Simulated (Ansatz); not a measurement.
## Effect of biaxial strain +2.11 %, plane normal [110], relaxed out of plane on SrBi3

Start from SrBi3 in the Cu3Au type structure (space group Pm-3m, No. 221; a = 4.9860 Å; a cell from a computed database, its experimental status unchecked; relaxed with 0.1 eV smearing). Axes: x, y, z lie along the cube axes.

It is then changed as follows: biaxial strain +2.11 %, plane normal [110], relaxed out of plane (Cartesian); in-plane vectors clamped, the third vector and the atoms free.

Computed with PBEsol (Ansatz, a program for electronic structure; PAW; 420 eV plane waves; no SOC). k-mesh 12×12×12 (Γ-centred); smearing 0.1 eV (Fermi–Dirac).

```json
[
 {"quantity": "volume per atom", "base": "30.99 Å³", "changed": "31.73 Å³", "shift": "+0.746 Å³"},
 {"quantity": "shortest interatomic distance", "base": "352.6 pm", "changed": "346.3 pm", "shift": "-6.3 pm"},
 {"quantity": "energy relative to the base (free energy F)", "base": "0 meV/atom", "changed": "+6.3 meV/atom", "shift": "+6.3 meV/atom"},
 {"quantity": "pressure (mean of the normal stresses, compression positive)", "base": "0.0 GPa", "changed": "-1.0 GPa", "shift": "-1.0 GPa"},
 {"quantity": "band gap", "base": "zero", "changed": "zero", "shift": "–"},
 {"quantity": "out-of-plane strain", "base": "–", "changed": "-1.78 %", "shift": "–"},
 {"quantity": "ratio −ε⊥/ε∥", "base": "–", "changed": "0.84", "shift": "–"},
 {"quantity": "mean in-plane stress (compression positive)", "base": "–", "changed": "-1.5 GPa", "shift": "–"}
]
```

Stability against distortions was not tested.
